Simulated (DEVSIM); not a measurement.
Structure: p-channel Si planar bulk MOSFET with SiON, at 300 K.

```yaml
gate_length: 25 nm
source_drain_length: 20 nm
dielectric_thickness: 1 nm
lateral_straggle: 1.8 nm
underlap: 0 nm
junction_depth: 8.1 nm
substrate_depth: 91 nm
gate_work_function: 5.12 eV
source_and_drain_doping: 1.1e20 cm⁻³, Gaussian tails under the gate
body_doping: 4e18 cm⁻³
lifetime: 1e-7 s
supply: 0.6 V
```

All mobilities are scaled by 0.2; velocity saturation, μ/(1 + (μE/vsat)^b)^(1/b) with b = 2 for electrons and 1 for holes and E the electric field along each mesh edge, is on. Mobility is μmin + (μ − μmin)/(1 + (N/Nref)^α).

This is a model device: material constants are rounded textbook-type values typed into the input, and sizes, dopings and lifetimes were drawn at random. Values at 300 K.

Si: gap (eV) 1.124, affinity (eV) 4.05, permittivity 11.7, Nc (cm⁻³) 2.86e19, Nv (cm⁻³) 3.1e19, μn (cm²/Vs) 1417, μp (cm²/Vs) 470, μn,min 52, μp,min 45, Nref,n 9.7e16, Nref,p 2.2e17, αn 0.68, αp 0.72, vsat,n (cm/s) 1e7, vsat,p (cm/s) 8.4e6. SiON: gap (eV) 7, affinity (eV) 1.4, permittivity 5.5.

Simulated with DEVSIM: 2D drift-diffusion, Boltzmann statistics, complete ionisation; no quantum confinement, tunnelling, impact ionisation, self-heating, contact resistance or fringe fields beside the gate. Metal contacts follow the ideal Schottky-Mott rule: no Fermi-level pinning, no interface dipoles.

Transfer curves, |Id| in μA/μm:

| Vg (V) | Vd = -0.05 V | Vd = -0.6 V |
|---|---|---|
| 0.18 | 1.964e-5 | 6.374e-5 |
| 0.15 | 4.908e-5 | 0.0001597 |
| 0.12 | 0.0001226 | 0.0004004 |
| 0.09 | 0.0003061 | 0.001003 |
| 0.06 | 0.0007630 | 0.002511 |
| 0.03 | 0.001899 | 0.006272 |
| 0 | 0.004712 | 0.01562 |
| -0.03 | 0.01165 | 0.03873 |
| -0.06 | 0.02863 | 0.09528 |
| -0.09 | 0.06968 | 0.2306 |
| -0.12 | 0.1669 | 0.5450 |
| -0.15 | 0.3886 | 1.238 |
| -0.18 | 0.8621 | 2.646 |
| -0.21 | 1.775 | 5.209 |
| -0.24 | 3.303 | 9.329 |
| -0.27 | 5.484 | 15.19 |
| -0.3 | 8.160 | 22.87 |
| -0.33 | 11.10 | 32.22 |
| -0.36 | 14.11 | 43.12 |
| -0.39 | 17.06 | 55.39 |
| -0.42 | 19.89 | 68.92 |
| -0.45 | 22.56 | 83.52 |
| -0.48 | 25.08 | 99.09 |
| -0.51 | 27.45 | 115.5 |
| -0.54 | 29.67 | 132.6 |
| -0.57 | 31.75 | 150.4 |
| -0.6 | 33.71 | 168.8 |

**Question.** Work out the subthreshold swing at low drain bias from the rows at 0.18 and 0.15 V, and compare it with the thermal limit.

**Answer.** log10(4.908e-5/1.964e-5) = 0.398 over 30.0 mV, so S = 75.4 mV/decade. The limit kT/q ln 10 is 59.5 mV/decade; the ratio is 1.27. This is the steepest step of the table.

**Question.** Find both thresholds at the constant current 0.1 μA × (1 μm/L) a micrometre, and the DIBL.

**Answer.** The current is 4.00 μA/μm. Interpolating ln Id gives -0.251 V and -0.198 V; their difference over the 0.55 V of drain bias is 96 mV/V.

Source and drain are degenerate, where Boltzmann statistics are only rough. The electric field that drives the saturation includes the junctions' built-in field, which lowers the mobility there even at small currents: subthreshold currents come out too low, a known weakness of this choice.
